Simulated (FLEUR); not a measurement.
**A self-consistent single point of CuAgO₂ (C2/m, 4 atoms in the cell) with FLEUR**

Level of theory: LDA (Perdew-Zunger), all-electron FLAPW (FLEUR), scalar-relativistic valence.

Input as run:

Input of the input generator:

```
CuAgO2 FLAPW
&input film=f /
0.9184041481 -0.3956435526 -0.0000000000
0.9184041481 0.3956435526 0.0000000000
-0.6634928602 0.0000000000 1.5483284789
6.6106720466
1.0 1.0 1.0

4
29 0.5000000000 0.5000000000 0.5000000000
47 -0.0000000000 -0.0000000000 0.0000000000
8 0.8754500000 0.8754500000 0.2837700000
8 0.1245500000 0.1245500000 0.7162300000

&comp jspins=1 /
&exco xctyp='pz' /
&kpt div1=10 div2=10 div3=5 gamma=t /
&end /
```

```xml
<?xml version="1.0" encoding="UTF-8" standalone="no"?>
<fleurInput fleurInputVersion="0.39">
   <comment>
      CuAgO2 FLAPW                                                                                        
   </comment>
   <calculationSetup>
      <cutoffs Kmax="4.8" Gmax="14.4" GmaxXC="14.4" numbands="0"/>
      <scfLoop itmax="60" minDistance="0.00001" maxIterBroyd="15" imix="Anderson" alpha="0.05" precondParam="0.0" spinf="2.0"/>
      <coreElectrons ctail="T" frcor="F" kcrel="0" coretail_lmax="0"/>
      <xcFunctional name="pz" relativisticCorrections="F"/>
      <magnetism jspins="1"/>
      <soc l_soc="F" theta="0.0" phi="0.0" spav="F"/>
      <expertModes spex="0" secvar="F"/>
      <geometryOptimization l_f="T" forcealpha="1.0" forcemix="BFGS" epsdisp="0.00001" epsforce="0.00001"/>
      <ldaU l_linMix="F" mixParam="0.05" spinf="1.0"/>
   </calculationSetup>
   <cell>
      <bzIntegration valenceElectrons="40.0" mode="hist" fermiSmearingEnergy="0.00367493">
         <kPointListSelection listName="default-1"/>
         <!-- k-points included here -->
         <xi:include xmlns:xi="http://www.w3.org/2001/XInclude" href="kpts.xml"> </xi:include>
      </bzIntegration>
      <!-- symmetry operations included here -->
      <xi:include xmlns:xi="http://www.w3.org/2001/XInclude" href="sym.xml"> </xi:include>
      <bulkLattice scale="1.0">
         <bravaisMatrix>
            <row-1>    6.0712686293261573    -2.6154697735903367     0.0000000000000000</row-1>
            <row-2>    6.0712686293261573     2.6154697735903367     0.0000000000000000</row-2>
            <row-3>   -4.3861337040428214     0.0000000000000000    10.2354917944189285</row-3>
         </bravaisMatrix>
      </bulkLattice>
   </cell>
   <atomSpecies>
      <species name="Copper (Cu)" element="Cu" atomicNumber="29">
         <mtSphere radius="2.03" gridPoints="715" logIncrement="0.017"/>
         <atomicCutoffs lmax="8" lnonsphr="6"/>
         <electronConfig flipSpins="F">
            <coreConfig>(1s1/2) (2s1/2) (2p1/2) (2p3/2) (3s1/2) (3p1/2) (3p3/2)</coreConfig>
            <valenceConfig>(4s1/2) (3d3/2) (3d5/2)</valenceConfig>
            <stateOccupation state="(4s1/2)" spinUp="0.5" spinDown="0.5"/>
         </electronConfig>
         <energyParameters s="4" p="4" d="3" f="4"/>
         <lo type="HELO" l="2" n="4" eDeriv="0"/>
      </species>
      <species name="Silver (Ag)" element="Ag" atomicNumber="47">
         <mtSphere radius="2.39" gridPoints="843" logIncrement="0.015"/>
         <atomicCutoffs lmax="10" lnonsphr="8"/>
         <electronConfig flipSpins="F">
            <coreConfig>(1s1/2) (2s1/2) (2p1/2) (2p3/2) (3s1/2) (3p1/2) (3p3/2) (4s1/2) (3d3/2) (3d5/2)</coreConfig>
            <valenceConfig>(4p1/2) (4p3/2) (5s1/2) (4d3/2) (4d5/2)</valenceConfig>
            <stateOccupation state="(5s1/2)" spinUp="0.5" spinDown="0.5"/>
         </electronConfig>
         <energyParameters s="5" p="5" d="4" f="4"/>
         <lo type="SCLO" l="1" n="4" eDeriv="0"/>
         <lo type="HELO" l="2" n="5" eDeriv="0"/>
      </species>
      <species name="Oxygen (O)" element="O" atomicNumber="8">
         <mtSphere radius="1.14" gridPoints="405" logIncrement="0.026"/>
         <atomicCutoffs lmax="6" lnonsphr="4"/>
         <electronConfig flipSpins="F">
            <coreConfig>(1s1/2)</coreConfig>
            <valenceConfig>(2s1/2) (2p1/2) (2p3/2)</valenceConfig>
            <stateOccupation state="(2p1/2)" spinUp="0.6666666666667" spinDown="0.6666666666667"/>
            <stateOccupation state="(2p3/2)" spinUp="1.3333333333333" spinDown="1.3333333333333"/>
         </electronConfig>
         <energyParameters s="2" p="2" d="3" f="4"/>
      </species>
   </atomSpecies>
   <atomGroups>
      <atomGroup species="Copper (Cu)">
         <relPos label="                   1">1.000/2.000 1.000/2.000 1.000/2.000</relPos>
         <force calculate="T" relaxXYZ="TTT"/>
      </atomGroup>
      <atomGroup species="Silver (Ag)">
         <relPos label="                   2">.0000000000 .0000000000 .0000000000</relPos>
         <force calculate="T" relaxXYZ="TTT"/>
      </atomGroup>
      <atomGroup species="Oxygen (O)">
         <relPos label="                   3">-.1245500000 -.1245500000 .2837700000</relPos>
         <relPos label="                   4">.1245500000 .1245500000 -.2837700000</relPos>
         <force calculate="T" relaxXYZ="TTT"/>
      </atomGroup>
   </atomGroups>
   <output dos="F" band="F" slice="F">
      <checks vchk="F" cdinf="F"/>
      <bandDOS minEnergy="-.5*Htr" maxEnergy="0.5*Htr" sigma="0.015" storeEVData="T"/>
      <vacuumDOS vacdos="F" integ="F" star="F" nstars="0" locx1="0.0" locy1="0.0" locx2="0.0" locy2="0.0" nstm="0" tworkf="0.0"/>
      <unfoldingBand unfoldBand="F" supercellX="1" supercellY="1" supercellZ="1"/>
      <plotting iplot="0" polar="F">
         <plot TwoD="T" vec1="  1.0  0.0  0.0" vec2="  0.0  1.0  0.0" vec3="  0.0  0.0  1.0" zero="  0.0  0.0  0.0" file="plot"/>
      </plotting>
      <chargeDensitySlicing numkpt="0" minEigenval="0.0" maxEigenval="0.0" nnne="0" pallst="F"/>
      <specialOutput eonly="F"/>
      <magneticCircularDichroism mcd="F" energyLo="-10.0" energyUp="0.0"/>
   </output>
  <!-- We include the file relax.xml here to enable relaxations (see documentation) -->
  <xi:include xmlns:xi="http://www.w3.org/2001/XInclude" href="relax.xml"> <xi:fallback/> </xi:include>
</fleurInput>
```

Log, with long lists cut:

```
      Welcome to FLEUR        (www.flapw.de)
      MaX-Release 8.1          (www.max-centre.eu)

 ========== k-point set info ==========
 Selected k-point list: default-1
 k-point list type: mesh
 10 x 10 x 5
 Number of k points: 141

 ------------Calculation Setup---------------------------
           1           3          47         141
 Number of basis functions:          662
 Iteration:     1   Distance:      55.32444684 me/bohr^3
 Iteration:     2   Distance:      39.51575882 me/bohr^3
 Iteration:     3   Distance:      19.99977872 me/bohr^3
 Iteration:     4   Distance:      18.22306535 me/bohr^3
 Iteration:     5   Distance:      17.81906388 me/bohr^3
 Iteration:     6   Distance:      16.14967155 me/bohr^3
   [... 12 lines left out ...]
 Iteration:    19   Distance:       0.00110210 me/bohr^3
 Iteration:    20   Distance:       0.00029431 me/bohr^3
 Iteration:    21   Distance:       0.00022931 me/bohr^3
 Iteration:    22   Distance:       0.00002857 me/bohr^3
 Iteration:    23   Distance:       0.00000770 me/bohr^3
 Reset of history

 Run finished successfully
 Stop message:
   Structural relaxation: new displacements generated

[file out, last iteration]
             iter=     24
          p o t e n t i a l   g e n e r a t o r
[...]
          integral of pseudo charge density inside the slab=        0.000000   0.000000
     coulomb potential in the interstitial region:
          density-coulomb potential integrals
          total density-coulomb potenti   -11285.4188541525
          density-effective potential integrals for spin  1
          total density-effective poten   -1.1584262350E+04
          charge density-energy density integrals
          total charge density-energy d   -2.2556765169E+02
 Updated energy parameters for spin:           1
  Atom    1 4s branch from -3.87 to  2.19 htr. ; e_l =  0.0430
  Atom    1 4p branch from -2.30 to  2.89 htr. ; e_l =  0.1865
  Atom    1 3d branch from -9.99 to  0.27 htr. ; e_l =  0.1231
  Atom    1 4f branch from -9.99 to  4.33 htr. ; e_l =  0.5089
  Atom    1-4d branch from  2.95 to  2.95 htr. ; e_l(l  2.9465
  Atom    2 5s branch from -3.07 to  1.75 htr. ; e_l =  0.1652
  Atom    2 5p branch from -1.71 to  2.46 htr. ; e_l =  0.3092
  Atom    2 4d branch from-12.76 to  0.31 htr. ; e_l =  0.1365
  Atom    2 4f branch from -9.99 to  2.37 htr. ; e_l =  0.6134
  Atom    2 4p branch from-20.04 to -1.71 htr. ; e_l(l -1.7420
  Atom    2-5d branch from  2.80 to  2.80 htr. ; e_l(l  2.8030
  Atom    3 2s branch from-18.26 to  2.43 htr. ; e_l = -0.7387
  Atom    3 2p branch from -9.99 to  2.20 htr. ; e_l = -0.4312
  Atom    3 3d branch from -9.99 to  9.07 htr. ; e_l = -0.2203
  Atom    3 4f branch from -9.99 to 15.77 htr. ; e_l = -0.0607
[...]
 fermi energy and band-weighting factors:
at   0.00000   0.00000   0.00000   k-weight:    0.002000
   31 eigenvalues :
   -1.739991   -1.735897   -1.731780   -0.457242   -0.405848   -0.029027    0.028410    0.055615
    0.091514    0.114007    0.133749    0.134655    0.148630    0.153421    0.156326    0.159483
    0.166995    0.169579    0.187296    0.247248    0.304390    0.311953    0.457193    0.534572
    0.704768    0.744253    0.798216    0.855295    0.892972    0.924324    0.938144
   [... 2 blocks of this kind left out ...]

[...]
FERMIE:
          first approx. to ef    (T=0)  :   0.257166 htr   (energy of the highest occ. eigenvalue)
          number of occ. states  (T=0)  :       2820
          first approx. to seigv (T=0)  :  -8.355830 htr
          sum of weights of occ. states :  20.000000
          sum of semicore charge        :   0.000000 e
FERHIS:  Fermi-Energy by histogram:
          bandgap                     :   0.000132 htr
          charge neutrality (T=0)     :   0.000000    (zero if the highest occ. eigenvalue is "entirely" occupied)
     EF_NEWTON:  Adjust Fermi-Energy by Newton-Method.
               Number of iterations needed  :   4
               The error in the weight is   : -0.33307E-15
               The error in ef is           :  0.16768E-16 htr
     -->  new fermi energy            :   0.256158 htr
          valence charge              :  40.000000 e
          actual charge blw ef-8kt    :  38.720000 e
          actual charge blw ef+8kt    :  40.000000 e
          number of occ. states       :      2911
          sum of the valence weights  :   20.000000
          entropy         :   0.483454 *kb htr/K =   0.00000 htr/K
          sum of val. single particle energies:        -8.3549353717 htr
 Direct bandgap for spin            1 :    4.6793042575891675E-003  Htr
 at k-point          102  with k-vector   0.20000000000000001       0.80000000000000004       0.40000000000000002
          valence density: spin= 1
[...]
     l-like charge
     atom     s        p        d        f        total
 -->  1    0.32548  0.32784  8.78701  0.05042    9.50573
 -->  2    0.27495  6.16691  8.94385  0.03547   15.43325
 -->  3    1.07919  2.26510  0.00335  0.00029    3.34797
          total charge for spin  1=   40.000000
          interst. charge =       8.365082
          mt charge=              9.505727   15.433251    3.347970
          total charge  =   40.000000
          z= 29.     r(1)=  0.108650E-04     dx= 0.017000     m.t.index= 715
               n    l     j    energy       weight
               1.   0.   0.5 -324.2139      2.0000
               2.   0.   0.5  -38.6529      2.0000
               2.   1.   0.5  -33.8650      2.0000
               2.   1.   1.5  -33.1137      4.0000
               3.   0.   0.5   -3.8781      2.0000
               3.   1.   0.5   -2.3923      2.0000
               3.   1.   1.5   -2.2963      4.0000
          atom type    1  (spin 1)
          kinetic energy=  0.158691585601E+04     sum of the eigenvalues= -0.947644256948E+03
          0.01546383  electrons lost from core.
   [... 2 blocks of this kind left out ...]

          total charge for spin  1=   92.000000
          interst. charge =       8.381692
          mt charge=             27.490262   45.431998    5.348024
          total charge  =   92.000000
          zc=    92.000000     qfix=    1.000000
     t o t a l  e n e r g y
          sum of eigenvalues =             -4198.0486537209
          density-coulomb potential int   -11285.4188541525
          density-effective potential i   -11584.2623495531
          charge density-ex.-corr.energ     -225.5676516938
          el.-nucl. inter. diff. m.t.       1984.0570404044
          Madelung term for atom type:       -13.5178480287
          el.-nucl. inter. diff. m.t.       6431.3178013178
          Madelung term for atom type:       -22.1092767077
          el.-nucl. inter. diff. m.t.        164.3504761387
          Madelung term for atom type:       -16.9636326197
 ---->    total energy=                    -7114.3794581548 htr
 ---->    (input%tkb*entropy) TS=              0.0017766592 htr
 ---->    free energy=                     -7114.3812348140 htr
      extrapolation for T->0
 ---->    total electron energy=           -7114.3803464844 htr
 ***** TOTAL FORCES ON ATOMS *****
 TOTAL FORCE FOR ATOM TYPE=  1  X=  3.878   Y=  0.000   Z=  5.118
                       FX_TOT= 0.000000 FY_TOT= 0.000000 FZ_TOT= 0.000000
 TOTAL FORCE FOR ATOM TYPE=  2  X=  0.000   Y=  0.000   Z=  0.000
                       FX_TOT= 0.000000 FY_TOT= 0.000000 FZ_TOT= 0.000000
 TOTAL FORCE FOR ATOM TYPE=  3  X= -2.757   Y=  0.000   Z=  2.905
                       FX_TOT= 0.003538 FY_TOT= 0.000000 FZ_TOT=-0.006224
```

The run converged in 23 iterations. FLEUR gives forces in its relaxation mode, with a further iteration, so its stop message speaks of a relaxation.

The starting cell comes from a database of computed structures (which also holds hypothetical and non-ambient phases and stackings), without a prior relaxation at this level. Its lattice was rescaled by a random factor within 2.5 % of one. Spin polarisation is off, so a magnetic state, if there is one, cannot be reached. Values depend on the basis (sphere radii, cutoffs, local orbitals), which need not be converged. No gap is read from this output. The log's line on a gap gives a spacing of levels on this mesh, which the program prints for metals too.

Cost on one core of a shared machine: roughly 10 min.
